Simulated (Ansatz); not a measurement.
**Pressure series in NbAs**

Consider NbAs (space group I4_1md, No. 109; a = 3.4581 Å, c = 11.7643 Å).

Cell and atoms are relaxed at each pressure.

Calculations: DFT with r2SCAN, PAW potentials and a 500 eV plane-wave cutoff in Ansatz (an electronic-structure program), scalar-relativistic without spin-orbit coupling.

Notes on the quantities. enthalpy: H = E + PV relative to the base's energy.

```csv
case,density,enthalpy
base,7.92 g/cm³,–
pressure 0.3 GPa,7.94 g/cm³,+0.03 eV/atom
pressure 0.7 GPa,7.96 g/cm³,+0.08 eV/atom
pressure 1.5 GPa,7.99 g/cm³,+0.16 eV/atom
pressure 3 GPa,8.06 g/cm³,+0.33 eV/atom
pressure 5 GPa,(withheld),+0.54 eV/atom
```

What belongs in the blanks?


- pressure 5 GPa, density: 8.15 g/cm³

Load acts through the strain it causes; cell and atoms are relaxed under it. Stability against distortions was not tested. No other phases were tried under pressure. The final runs are not spin-polarised.
